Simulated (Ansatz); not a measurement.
The band gap in a series of structures.

Cell A: GaN (wurtzite, P6₃mc), 4 atoms in the cell, k-point mesh 12×12×8 on the run's own vectors.
```yaml
crystal:
  lattice:
    - [3.21837, 0.00000, 0.00000]
    - [-1.60919, 2.78719, 0.00000]
    - [0.00000, 0.00000, 5.24316]
  atoms:
    - { symbol: Ga, position: [0.66667, 0.33333, 0.49913] }
    - { symbol: Ga, position: [0.33333, 0.66667, 0.99913] }
    - { symbol: N, position: [0.66667, 0.33333, 0.87587] }
    - { symbol: N, position: [0.33333, 0.66667, 0.37587] }
```

Cell B: BAs (zinc blende, F-43m), 2 atoms in the cell, k-point mesh 12×12×12 on the run's own vectors.
```cif
data_As4B4
_chemical_formula_sum 'B4 As4'
_space_group_name_H-M_alt 'F-43m'
_space_group_IT_number 216
_space_group_name_Hall 'F -4 2 3'
_cell_length_a 4.80933
_cell_length_b 4.80933
_cell_length_c 4.80933
_cell_angle_alpha 90.000
_cell_angle_beta 90.000
_cell_angle_gamma 90.000
loop_
_atom_site_label
_atom_site_type_symbol
_atom_site_symmetry_multiplicity
_atom_site_Wyckoff_symbol
_atom_site_fract_x
_atom_site_fract_y
_atom_site_fract_z
_atom_site_occupancy
B1 B 4 d 0.75000 0.75000 0.75000 1
As1 As 4 a 0.00000 0.00000 0.00000 1
```
(The calculation used a cell of 2 atoms; values per cell refer to that cell.)

Computed with Ansatz (plane waves, PAW), its default PAW set, cutoff 420 eV, 500 eV for r2SCAN. The structures are at rest with PBE; other levels are single points on them. HSE06 runs on coarser k-point meshes, which give the PBE gaps of the finer ones within 0.03 eV. Neutral cells; Fermi-Dirac smearing of at most 0.05 eV in the solids, energies taken to zero width. The lattices are those relaxed with PBE, so at other levels the solids can be strained, which adds to the spread. The runs are scalar-relativistic, without spin-orbit coupling. A dispersion term ran beside these levels; it doesn't touch the electrons. Gaps are highest filled to lowest empty Kohn-Sham level on the run's k-point mesh, states of defects and surfaces included; edges off the mesh make the true gap smaller, and under 0.08 eV counts as none.

Task: What does r2SCAN give for the band gap of each cell (eV)?

Result: 
```csv
system,r2SCAN
A,2.12 (direct)
B,1.40 (indirect)
```

With r2SCAN the value of A exceeds that of B by 0.72 eV.

Task: Does the picture change with the functional?

Result: 
```
cell              PBE  HSE06
----  ---------------  -----
A       1.71 (direct)   2.94
B     1.21 (indirect)   1.87
```

With PBE the value of A exceeds that of B by 0.5 eV. With HSE06 the value of A exceeds that of B by 1.07 eV.

Ansatz is a first-principles code.
